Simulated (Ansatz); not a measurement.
## What Cu → Be does to GaCuSe2

Start from GaCuSe$_{2}$ in the chalcopyrite structure (space group I-42d, No. 122; a = 5.6720 Å, c = 11.2632 Å).

Modification: full substitution Cu → Be; the structure is relaxed again.

Level of theory: PBE (Ansatz, an electronic-structure program; PAW; 420 eV plane waves; spin-orbit coupling left out), earlier PAW set. Settings: 11×11×11 k-points, 0.05 eV Fermi–Dirac smearing, for the changed cell.

| quantity | base | changed | shift |
|---|---|---|---|
| volume per atom | 22.65 Å³ | 22.46 Å³ | -0.19 Å³ |
| density | 5.34 g/cm³ | 4.37 g/cm³ | -0.963 g/cm³ |
| lattice parameter a | 5.672 Å | 5.775 Å | +0.103 Å |
| c/a ratio | 1.986 | 1.866 | -0.120 |
| space group | I-42d (No. 122) | I-42d (No. 122) | – |
| shortest interatomic distance | 2.430 Å | 2.255 Å | -0.175 Å |
| band gap | zero | zero | – |

Final structure:

```xyz
8
Lattice="-2.8875 2.8875 5.3875 2.8875 -2.8875 5.3875 2.8875 2.8875 -5.3875" Properties=species:S:1:pos:R:3 pbc="T T T"
Be     0.0000     2.8875     2.6937
Be     0.0000     0.0000     0.0000
Ga     2.8875     0.0000     2.6937
Ga     0.0000     0.0000     5.3875
Se     1.4437     1.0887    -1.3469
Se     1.4437     1.7988     4.0406
Se     1.7988    -1.4437     6.7344
Se     1.0887     4.3312     1.3469
```

Whether these cells are dynamically stable was not tested. As relaxed here, BeGaSe2 is a hypothetical phase, not in the database extracts checked. The final runs are not spin-polarised. The zero or small gap of GaCuSe2 can change with the level of theory.
